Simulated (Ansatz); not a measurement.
```xyz
2
Lattice="3.8394 0.0000 0.0000 0.0000 3.8394 0.0000 0.0000 0.0000 3.8394" Properties=species:S:1:pos:R:3 pbc="T T T"
Tl     0.0000     0.0000     0.0000
Br     1.9197     1.9197     1.9197
```

Spin-orbit coupling is not included. The cell is fixed at its relaxed static size. Melting and transitions to other phases are not modelled. An odd repeat of the supercell leaves out some zone-boundary points, where instabilities often lie.

Task: Is this phase dynamically stable in the harmonic approximation, and at 300, 800 K by the stochastic self-consistent harmonic approximation in a 3×3×3 supercell, DFT at the LDA level (Ansatz, a program for electronic structure)? Give the softest mode in each case.

Result: Harmonic: softest mode 21 cm⁻¹ at q = (0.00, 0.33, 0.33), so stable at the wave vectors of the supercell. 300 K: stable, softest second derivative of the free energy 25 cm⁻¹ (error under 1) at q = (0.00, 0.00, 0.33), at 1.1 GPa in this cell. 800 K: stable, softest second derivative of the free energy 27 cm⁻¹ (error under 1) at q = (0.00, 0.00, 0.33), at 2.3 GPa in this cell. The verdict is statistical, holds for these wave vectors and this fixed cell alone, and errs towards stability where frames are few. Wave vectors are fractions of the primitive cell's reciprocal vectors.
